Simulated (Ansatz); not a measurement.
# WC: transverse stress against strain

WC (WC type, P-6m2, 10.288 Å³/atom at rest, c along z) under a strain ε along a direction in the basal plane (axis x), the other axes held. PBEsol in Ansatz, a plane-wave DFT program (PAW, default set), 420 eV, 23×23×20 Γ-centred mesh, Fermi-Dirac smearing 0.10 eV; ions are relaxed within the symmetry of each cell. Stress is positive for a compressed cell.

Here s stands for strain and y for stress zz.

| strain (%) | stress zz (GPa) |
|---|---|
| -1.50 | 2.90 |
| -1.00 | 1.91 |
| -0.50 | 0.94 |
| 0.00 | 0.00 |
| 0.50 | -0.92 |
| 1.00 | -1.82 |
| 1.50 | -2.70 |
| 3.00 | ? |

Question: Fit y against s with a straight line, and predict the withheld value at s = 3.00.

Answer: Means: s 0, y 0.044. About the means, the sum of products is -13.060 and the sum of squares of s is 7.0000; the slope is their ratio. Least squares gives y = 0.044 - 1.8657·s. Residuals (row less fit): 0.057, 0.000, -0.037, -0.044, -0.031, 0.002, 0.055; standard error 0.046 (degrees of freedom: 5). The slope gives the elastic constant C13 = 187 ± 1.7 GPa. At the withheld row, y = 0.044 - 1.8657 × 3.0 = -5.553 GPa. The calculation gives -5.18 GPa, 0.373 GPa above the prediction (4.6 % of the range of y in the table). The row lies outside the fitted rows, so this is an extrapolation. From the scatter of the fitted rows alone, a prediction at this place has a standard error of 0.072 GPa, so the miss is 5.2 times that.

One order more, fitted to all 13 runs of the series, follows each within 0.01, so the miss is the next term of a smooth law. In a metal these values are sensitive to mesh and smearing; energies are taken to zero smearing, stresses follow the free energy. Rows are the converged runs of the series near zero and its far end; series whose fitted rows scatter by over a few per cent of the range, as at a crossing or softening among them, aren't shown in this form. Most that stay on the fit to the last digits aren't either.
